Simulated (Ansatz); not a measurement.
Consider the following.

End structure of the 1x1 (110) surface of bcc W:

```
CELL_PARAMETERS angstrom
      5.51535     0.00000     0.00000
     -0.91923     2.59996     0.00000
      0.00000     0.00000    26.00000
ATOMIC_POSITIONS crystal
  W  0.25000 0.50000 0.37289
  W  0.75000 0.50000 0.37289
  W  0.00000 0.00000 0.45653
  W  0.50000 0.00000 0.45653
  W  0.25000 0.50000 0.54347
  W  0.75000 0.50000 0.54347
  W  0.00000 0.00000 0.62711
  W  0.50000 0.00000 0.62711
```

Set-up: 8 atoms, 6.6 Å thick at the start (thin: gaps and levels are the slab's own); mesh 6x12x1; 0.1 eV smearing; dipole correction on; 4 atoms held, the rest relaxed; symmetry of the start imposed; no spin, no spin-orbit, no U.

Problem. Give the work function of the top face at the level PBE run with Ansatz (a program for electronic structure).

Solution. 4.82 eV
